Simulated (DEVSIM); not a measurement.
System: Ni/HfO2/SiO2/p-Si capacitor, at 300 K.

```
layer (left to right)  material  thickness (nm)  Na (cm⁻³)
---------------------  --------  --------------  ---------
1                          HfO2            3.00          -
2                          SiO2           0.680          -
3                            Si            5800     9.9e15
```

Metal gate on the left, work function 5.1 eV. Fixed charge at the semiconductor interface 0 cm⁻² (in units of +e); interface traps 1e11 cm⁻² eV⁻¹, uniform in energy, neutral level at 0.7 of the gap above the valence band.

This is a model device: material constants are rounded textbook-type values typed into the input, and sizes, dopings and lifetimes were drawn at random. Values at 300 K.

```csv
parameter,HfO2,SiO2,Si
gap (eV),5.7,9,1.124
affinity (eV),2.5,0.9,4.05
permittivity,22,3.9,11.7
Nc (cm⁻³),-,-,2.86e19
Nv (cm⁻³),-,-,3.1e19
```

Simulated with DEVSIM: 1D Poisson equation in equilibrium, Boltzmann statistics, complete ionisation; no quantum confinement or tunnelling. Metal contacts follow the ideal Schottky-Mott rule: no Fermi-level pinning, no interface dipoles.

**Question.** Tabulate band edges, carrier densities and field at 0.6 V on the gate.

**Answer.** Energies count from the Fermi level of the right contact; mesh points crowd at the junctions.

```json
[
 {"x (μm)": "0.000", "Ec (eV)": "2.000", "Ev (eV)": "-3.700", "n (cm⁻³)": "< 1e2", "p (cm⁻³)": "< 1e2", "field (V/cm)": "18000"},
 {"x (μm)": "0.001040", "Ec (eV)": "2.002", "Ev (eV)": "-3.698", "n (cm⁻³)": "< 1e2", "p (cm⁻³)": "< 1e2", "field (V/cm)": "18000"},
 {"x (μm)": "0.002215", "Ec (eV)": "2.004", "Ev (eV)": "-3.696", "n (cm⁻³)": "< 1e2", "p (cm⁻³)": "< 1e2", "field (V/cm)": "18000"},
 {"x (μm)": "0.003168", "Ec (eV)": "3.607", "Ev (eV)": "-5.393", "n (cm⁻³)": "< 1e2", "p (cm⁻³)": "< 1e2", "field (V/cm)": "100000"},
 {"x (μm)": "0.004041", "Ec (eV)": "0.464", "Ev (eV)": "-0.660", "n (cm⁻³)": "4.6e11", "p (cm⁻³)": "2.5e8", "field (V/cm)": "36000"},
 {"x (μm)": "0.005952", "Ec (eV)": "0.471", "Ev (eV)": "-0.653", "n (cm⁻³)": "3.6e11", "p (cm⁻³)": "3.3e8", "field (V/cm)": "36000"},
 {"x (μm)": "0.01026", "Ec (eV)": "0.486", "Ev (eV)": "-0.638", "n (cm⁻³)": "2.0e11", "p (cm⁻³)": "5.9e8", "field (V/cm)": "35000"},
 {"x (μm)": "0.02620", "Ec (eV)": "0.540", "Ev (eV)": "-0.584", "n (cm⁻³)": "2.4e10", "p (cm⁻³)": "4.8e9", "field (V/cm)": "33000"},
 {"x (μm)": "0.05594", "Ec (eV)": "0.631", "Ev (eV)": "-0.493", "n (cm⁻³)": "7.3e8", "p (cm⁻³)": "1.6e11", "field (V/cm)": "28000"},
 {"x (μm)": "0.1230", "Ec (eV)": "0.785", "Ev (eV)": "-0.339", "n (cm⁻³)": "1800000", "p (cm⁻³)": "6.3e13", "field (V/cm)": "18000"},
 {"x (μm)": "0.2836", "Ec (eV)": "0.910", "Ev (eV)": "-0.214", "n (cm⁻³)": "15000", "p (cm⁻³)": "7.9e15", "field (V/cm)": "1300"},
 {"x (μm)": "0.8339", "Ec (eV)": "0.916", "Ev (eV)": "-0.208", "n (cm⁻³)": "12000", "p (cm⁻³)": "9.9e15", "field (V/cm)": "≈ 0"},
 {"x (μm)": "1.942", "Ec (eV)": "0.916", "Ev (eV)": "-0.208", "n (cm⁻³)": "12000", "p (cm⁻³)": "9.9e15", "field (V/cm)": "≈ 0"},
 {"x (μm)": "3.873", "Ec (eV)": "0.916", "Ev (eV)": "-0.208", "n (cm⁻³)": "12000", "p (cm⁻³)": "9.9e15", "field (V/cm)": "≈ 0"},
 {"x (μm)": "5.152", "Ec (eV)": "0.916", "Ev (eV)": "-0.208", "n (cm⁻³)": "12000", "p (cm⁻³)": "9.9e15", "field (V/cm)": "≈ 0"},
 {"x (μm)": "5.525", "Ec (eV)": "0.916", "Ev (eV)": "-0.208", "n (cm⁻³)": "12000", "p (cm⁻³)": "9.9e15", "field (V/cm)": "≈ 0"},
 {"x (μm)": "5.681", "Ec (eV)": "0.916", "Ev (eV)": "-0.208", "n (cm⁻³)": "12000", "p (cm⁻³)": "9.9e15", "field (V/cm)": "≈ 0"},
 {"x (μm)": "5.750", "Ec (eV)": "0.916", "Ev (eV)": "-0.208", "n (cm⁻³)": "12000", "p (cm⁻³)": "9.9e15", "field (V/cm)": "≈ 0"},
 {"x (μm)": "5.787", "Ec (eV)": "0.916", "Ev (eV)": "-0.208", "n (cm⁻³)": "12000", "p (cm⁻³)": "9.9e15", "field (V/cm)": "≈ 0"},
 {"x (μm)": "5.797", "Ec (eV)": "0.916", "Ev (eV)": "-0.208", "n (cm⁻³)": "12000", "p (cm⁻³)": "9.9e15", "field (V/cm)": "≈ 0"},
 {"x (μm)": "5.801", "Ec (eV)": "0.916", "Ev (eV)": "-0.208", "n (cm⁻³)": "12000", "p (cm⁻³)": "9.9e15", "field (V/cm)": "≈ 0"},
 {"x (μm)": "5.804", "Ec (eV)": "0.916", "Ev (eV)": "-0.208", "n (cm⁻³)": "12000", "p (cm⁻³)": "9.9e15", "field (V/cm)": "≈ 0"}
]
```
